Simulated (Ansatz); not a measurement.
Band structure of AgS (P-6m2, 2 atoms in the cell).

```
CELL_PARAMETERS angstrom
      3.30199     0.00000     0.00000
     -1.65100     2.85961     0.00000
      0.00000     0.00000     3.22258
ATOMIC_POSITIONS crystal
  Ag 0.00000 0.00000 0.00000
  S  0.66667 0.33333 0.50000
```

Method of the run: LDA (PW92), default PAW files made with PBE (plane waves; Ansatz, a program for electronic structure).

Settings: kpoints.mp_grid.grid = 6 6 5; hamiltonian.xc = lda; hamiltonian.pseudopotentials = {kind: paw} (the program's default PAW files); scf.occupations.method = gaussian; scf.occupations.width = 0.05 eV; kpoints.band_path.npoints = 6.

The starting cell was generated: these elements placed on a structure prototype, without a prior relaxation; it need not be a known phase or ordering of this composition.

Levels in eV from the Fermi level, bands 9 to 16:
```json
[
 {"point": "Γ", "9": "-4.52", "10": "-4.52", "11": "-2.34", "12": "0.22", "13": "0.22", "14": "2.44", "15": "7.02", "16": "7.96"},
 {"point": "M", "9": "-4.71", "10": "-4.37", "11": "-3.34", "12": "-2.29", "13": "0.72", "14": "4.04", "15": "6.84", "16": "8.95"},
 {"point": "K", "9": "-5.02", "10": "-4.18", "11": "-4.03", "12": "-3.58", "13": "1.22", "14": "6.91", "15": "8.31", "16": "8.63"},
 {"point": "A", "9": "-5.11", "10": "-5.11", "11": "-3.77", "12": "0.26", "13": "0.26", "14": "6.34", "15": "7.39", "16": "11.32"},
 {"point": "L", "9": "-4.09", "10": "-3.97", "11": "-3.35", "12": "-2.36", "13": "0.99", "14": "1.04", "15": "5.51", "16": "6.98"},
 {"point": "H", "9": "-4.65", "10": "-3.98", "11": "-3.33", "12": "-1.85", "13": "0.01", "14": "1.90", "15": "2.33", "16": "9.74"}
]
```

Bands cross the Fermi level along this path, so the cell is metallic at this level.

Keys are those of Ansatz 0.2.
